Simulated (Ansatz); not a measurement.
**Response to strain in ZnS**

Take ZnS in the wurtzite structure (space group P6_3mc, No. 186) as the base.

```
CELL_PARAMETERS angstrom
      3.78216     0.00000     0.00000
     -1.89108     3.27545     0.00000
      0.00000     0.00000     6.20765
ATOMIC_POSITIONS crystal
  Zn 0.33333 0.66667 0.00042
  Zn 0.66667 0.33333 0.50042
  S  0.33333 0.66667 0.37458
  S  0.66667 0.33333 0.87458
```

Cartesian axes are those of the cell as printed.

Strains are applied to the cell and any free atomic positions relax; under biaxial strain the out-of-plane vector relaxes too.

The values are results of Ansatz (a first-principles code) PBEsol, no SOC, not measurements.

```csv
"biaxial strain, plane normal [001], relaxed out of plane (%)",out-of-plane strain (%)
0,0.00
0.6,?
1.2,-0.72
1.8,-1.08
2.4,-1.44
3,-1.78
```

Task: Fit ε⊥ = −νε + γε² (strains in %) to the rows shown and predict the withheld row.

Result: Least squares on the printed values gives ν = 0.61 (the biaxial Poisson response) and γ = 0.005 (largest residual 0.01 %); this predicts -0.36 %, and the run gives -0.36 %, in agreement.

Stability against distortions was not tested.
